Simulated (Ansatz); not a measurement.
Take CsPbBr$_{3}$ in the cubic perovskite structure (space group Pm-3m, No. 221) as the base.

```cif
data_Br3CsPb
_chemical_formula_sum 'Cs1 Pb1 Br3'
_space_group_name_H-M_alt 'Pm-3m'
_space_group_IT_number 221
_space_group_name_Hall '-P 4 2 3'
_cell_length_a 5.87217
_cell_length_b 5.87217
_cell_length_c 5.87217
_cell_angle_alpha 90.000
_cell_angle_beta 90.000
_cell_angle_gamma 90.000
loop_
_atom_site_label
_atom_site_type_symbol
_atom_site_symmetry_multiplicity
_atom_site_Wyckoff_symbol
_atom_site_fract_x
_atom_site_fract_y
_atom_site_fract_z
_atom_site_occupancy
Cs1 Cs 1 a 0.00000 0.00000 0.00000 1
Pb1 Pb 1 b 0.50000 0.50000 0.50000 1
Br1 Br 3 c 0.00000 0.50000 0.50000 1
```

Method: Ansatz (a first-principles code) PBEsol, spin-orbit coupling left out.

Base values:

The gap character is direct at R. The gap between the host's bands comes out as 1.43 eV.

Perturbation: hole doping at 5.0×10^21 cm⁻³ (1.01 per cell), with a uniform compensating background at fixed cell and a 300 K Fermi–Dirac width.

### Question
What does the calculation give for the gap character, gap between the host's bands and Fermi level from band edge after the change?

### Answer
The gap character remains direct at R; the gap between the host's bands rises by 0.15 eV to 1.58 eV; the Fermi level relative to the doped band's edge (positive inside the band; to 0.05 eV) comes out as +1.35 eV.

Charged cell with a jellium background: band edges are those of the host's band count, energies are not comparable with the neutral cell, and many-body gap narrowing is missing. With Pb present, leaving out spin-orbit coupling can change the band edges. Whether these cells are dynamically stable was not tested. Many cubic perovskites are stable only at high temperature; tilts and polar distortions were not tested. This is not the structure that CsPbBr3 has at room temperature and ambient pressure.
